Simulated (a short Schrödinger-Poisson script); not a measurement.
Stack: symmetric double-gate stack, SiO2 on p-type InP, at 300 K.

| layer | material | thickness (nm) | Na (cm⁻³) |
|---|---|---|---|
| 1 | SiO2 | 0.9 | - |
| 2 | InP | 4 | 3e15 |
| 3 | SiO2 | 0.9 | - |

The device is made up for the run: typed textbook-type constants, with dimensions and the other settings drawn at random. SiO2: permittivity 3.9, conduction-band edge (eV) 3.48, gap (eV) 9, electron mass (mₑ) 0.5. InP: permittivity 12.5, conduction-band edge (eV) 0, gap (eV) 1.344, Nv at 300 K (cm⁻³) 1.1e19.

Channel valleys (confinement mass, in-plane density-of-states mass, number): Γ 0.08, 0.08, 1. At the gates, both at one voltage, the conduction-band edge of layer 1 lies 3.61 eV − eVg above the Fermi level of the channel. Gaps are held at their typed values at every temperature. Mesh 0.03 nm at interfaces.

Solved with a short Schrödinger-Poisson script written for these runs: 1D Poisson equation in equilibrium, electrons classical, Boltzmann, parabolic valleys, classical holes, full ionisation, no traps, pinning or gate leakage.

The same stack at other levels of the model or other numerical settings:

```tsv
run	sheet density of all electrons at Vg = 0.85 V (cm⁻²)	sheet density of all electrons at Vg = 0.25 V (cm⁻²)	capacitance of both gates at Vg = 0.85 V (μF/cm²)	gate voltage at 1e11 electrons/cm² (V)	rough cost against the base
base	2.60e13	2.35e12	6.99	0.11	about 1
electrons treated as classical, Fermi-Dirac	1.14e13	1.20e12	…	0.12	2
electrons treated as quantum, Hartree	…	1.04e9	2.70	0.37	8
electrons treated as quantum, Hartree plus LDA exchange-correlation	…	1.14e9	2.77	0.37	10
mesh six times as coarse	2.53e13	2.30e12	6.76	0.11	about 1
```

Task: Fill in the missing entries.

Result: 
- electrons treated as quantum, Hartree, sheet density of all electrons at Vg = 0.85 V (cm⁻²): 7.19e12
- electrons treated as classical, Fermi-Dirac, capacitance of both gates at Vg = 0.85 V (μF/cm²): 3.17
- electrons treated as quantum, Hartree plus LDA exchange-correlation, sheet density of all electrons at Vg = 0.85 V (cm⁻²): 7.79e12

The classical rows ignore confinement, and Boltzmann statistics overrate the density once the band edge passes the Fermi level.

Above a few 1e12 electrons/cm² a light Γ valley is non-parabolic and upper valleys begin to fill, which the model leaves out.
